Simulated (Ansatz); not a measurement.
Results of r²SCAN+SOC in Ansatz (plane waves, PAW) for Sn₂TiO₄ (P4₂/mbc, No. 135; cell taken from a computed entry).

Numerical settings: plane-wave cutoff 560 eV, 4×4×6 k mesh (along the axes of the cell as run), Fermi–Dirac smearing 0.01 eV, PAW data made under PBE.

Cell (relaxed with PBEsol):

Sn2TiO4 has the tetragonal space group P4₂/mbc (No. 135), Pearson symbol tP28. Cell: a = 8.476 Å, b = 8.476 Å, c = 5.910 Å, α = 90.00°, β = 90.00°, γ = 90.00°. Ti on 4d sees 6 O at 1.961–1.977 Å (octahedral). Sn on 8h is surrounded by 3 O at 2.100–2.202 Å (trigonal pyramidal). O1 on 8h sees 2 Ti at 1.977 Å and 1 Sn at 2.202 Å (trigonal pyramidal). O2 on 8g sees 1 Ti at 1.961 Å and 2 Sn at 2.100 Å (trigonal planar). (Neighbours: up to the widest gap in distance over summed covalent radii, below 1.35, at either atom; cation-cation and far metal-metal contacts left out.)

Q: Predict the band gap and smallest direct gap on the k points sampled.

A: 
* **band gap**: 1.24 eV (indirect)
* **smallest direct gap on the k points sampled**: 1.29 eV

Note: cell and atoms aren't relaxed at this level (largest force component 0.15 eV/Å, pressure 0.8 GPa).

Ansatz is a first-principles code.
